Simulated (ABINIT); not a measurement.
ABINIT is run on KVF₃ (Pm-3m, 5 atoms in the cell), and the run fails. The aim is a self-consistent single point with DFT, PBEsol, plane waves, PAW (JTH v2.0 PBE PAW, files made for PBE).

Cell that was meant: a = 4.1310 Å, b = 4.1310 Å, c = 4.1310 Å, α = 90.00°, β = 90.00°, γ = 90.00°.

Part of the input:

```
# KVF3, JTH v2.0 PBE PAW
pp_dirpath "./"
pseudos "K.GGA_PBE-JTH.xml, F.GGA_PBE-JTH.xml, V.GGA_PBE-JTH.xml"
acell 4.1310000000 4.1310000000 4.1310000000 Angstrom
rprim
         1.0000000000    0.0000000000    0.0000000000
```

The program printed (abridged):

```
...

--- !ERROR
src_file: m_chkinp.F90
src_line: 3967
mpi_rank: 0
message: |
    For pseudopotential 3  znucl from user input file=   1.9000E+01
    while znucl from pseudopotential file=  2.3000E+01
    Action: check znucl in input file, or check psp file. They must agree.
...

--- !ERROR
src_file: m_chkinp.F90
src_line: 4226
mpi_rank: 0
message: |
    Checking consistency of input data against itself gave 2 inconsistencies.
    The details of the problems can be found above (or in output or log file), in an earlier WARNING.
    In parallel, the details might not even be printed there. Then, try running in sequential to see the details.
...

 abinit_abort: decision taken to exit. Check above messages for more info
Abort(13) on node 0 (rank 0 in comm 0): application called MPI_Abort(MPI_COMM_WORLD, 13) - process 0

--- !ERROR
src_file: m_chkinp.F90
src_line: 3967
mpi_rank: 0
message: |
    For pseudopotential 1  znucl from user input file=   2.3000E+01
    while znucl from pseudopotential file=  1.9000E+01
    Action: check znucl in input file, or check psp file. They must agree.
...

--- !ERROR
src_file: m_chkinp.F90
src_line: 3967
mpi_rank: 0
message: |
    For pseudopotential 3  znucl from user input file=   1.9000E+01
    while znucl from pseudopotential file=  2.3000E+01
    Action: check znucl in input file, or check psp file. They must agree.
...

--- !ERROR
src_file: m_chkinp.F90
src_line: 4226
mpi_rank: 0
message: |
    Checking consistency of input data against itself gave 2 inconsistencies.
    The details of the problems can be found above (or in output or log file), in an earlier WARNING.
    In parallel, the details might not even be printed there. Then, try running in sequential to see the details.
...
```

**Question.** Read the log: what does the program object to, and what is the fix?

**Answer.** The fault is potential files assigned to the wrong elements; here the program stops on it instead of giving results. To fix it, match the files to the elements. The program stopped before any SCF iteration.

The sound input it was made from differs as follows (other fixes are possible):
```diff
-pseudos "K.GGA_PBE-JTH.xml, F.GGA_PBE-JTH.xml, V.GGA_PBE-JTH.xml"
+pseudos "V.GGA_PBE-JTH.xml, F.GGA_PBE-JTH.xml, K.GGA_PBE-JTH.xml"
```

With that input, the run converged in 18 iterations: free energy E − TS -4725.41 eV; pressure -1.48 GPa; size of the cell's spin moment 3.00 μB; site moments (μB, in the program's spheres or projections) V 2.54, F 0.02, F 0.02, F 0.02, K 0.00 (DFT, PBEsol, plane waves, PAW (JTH v2.0 PBE PAW, files made for PBE)).

On the sound input: the starting cell comes from a database of published, mostly measured structures (it also holds non-ambient and calculated ones), without a prior relaxation at this level. With one magnetic atom in the cell only a parallel order is possible. The potentials were made for another functional than the one used.
